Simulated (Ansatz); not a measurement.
Subject: the energy of the reaction as written. Reaction: cell B → cell A. Negative: the products are lower in energy.

Cell A: a sheet of composition Au, 1 atom, square cell of 2.66 Å (7.1 Å²), symmetry P4/mmm, 0.0 Å thick under 16 Å of vacuum, in-plane vectors relaxed; planes from bottom to top: Au; a model cell; spin state with PBE: run without spin, k-point mesh 22×22×1.
```
CELL_PARAMETERS angstrom
      2.66326     0.00000     0.00000
      0.00000     2.66326     0.00000
      0.00000     0.00000    16.00000
ATOMIC_POSITIONS crystal
  Au 0.00000 0.00000 0.50000
```

Cell B: a sheet of composition Au, 1 atom, hexagonal cell of 2.74 Å (6.5 Å²), symmetry P6/mmm, 0.0 Å thick under 16 Å of vacuum, in-plane vectors relaxed; planes from bottom to top: Au; a model cell; spin state with PBE: run without spin, k-point mesh 30×30×1.
```
CELL_PARAMETERS angstrom
      2.74147     0.00000     0.00000
     -1.37074     2.37418     0.00000
      0.00000     0.00000    16.00000
ATOMIC_POSITIONS crystal
  Au 0.00000 0.00000 0.50000
```

All numbers come from Ansatz (a program for electronic structure), plane waves with PAW, its default PAW set, cutoff 420 eV, 500 eV for r2SCAN. The structures are at rest with PBE; other levels are single points on them. Neutral cells; Fermi-Dirac smearing of at most 0.10 eV in the solids, energies taken to zero width. The lattices are those relaxed with PBE, so at other levels the solids can be strained, which adds to the spread. A dispersion term (D3(BJ), or D4 for r2SCAN) was computed beside these levels and is taken off wherever the name lacks it. No zero-point or thermal terms. Spin-orbit coupling is left out. Cell A has symmetry P4/mmm and got no random move, so less symmetric positions, which may lie lower, weren't tried. Cell B has symmetry P6/mmm and got no random move, so less symmetric positions, which may lie lower, weren't tried.

Problem. Give the value at the level r2SCAN.

Solution. 0.32 eV, for cell B → cell A.

Problem. What do the other levels give, and how wide is the spread?

Solution. 
| Functional | value (eV) | less r2SCAN |
|---|---|---|
| PBE | 0.30 | -0.02 |

The levels span only 0.02 eV, too little to tell them apart.
